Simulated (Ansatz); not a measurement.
Here is the system:

```yaml
crystal:
  lattice:
    - [0.00000, 3.20745, 3.20745]
    - [3.20745, 0.00000, 3.20745]
    - [3.20745, 3.20745, 0.00000]
  atoms:
    - { symbol: Sn, position: [0.00000, 0.00000, 0.00000] }
    - { symbol: Te, position: [0.50000, 0.50000, 0.50000] }
```

No spin polarisation.

Computed with plane-wave PAW DFT at the PBEsol level (Ansatz, an electronic-structure program, 420 eV), without spin-orbit coupling. Settings: 13×13×13 k-points, 0.05 eV Fermi–Dirac smearing.

Task: Predict the space group and pressure.

Result: 
* **Space group**: Fm-3m (No. 225)
* **Pressure**: -2.5 GPa

The cells carry an imposed strain or load. No phonon test of stability was made. The final runs are not spin-polarised. The cell was made from SnTe in the rock salt structure (space group Fm-3m, No. 225) by this change: isotropic strain +2.00 %.
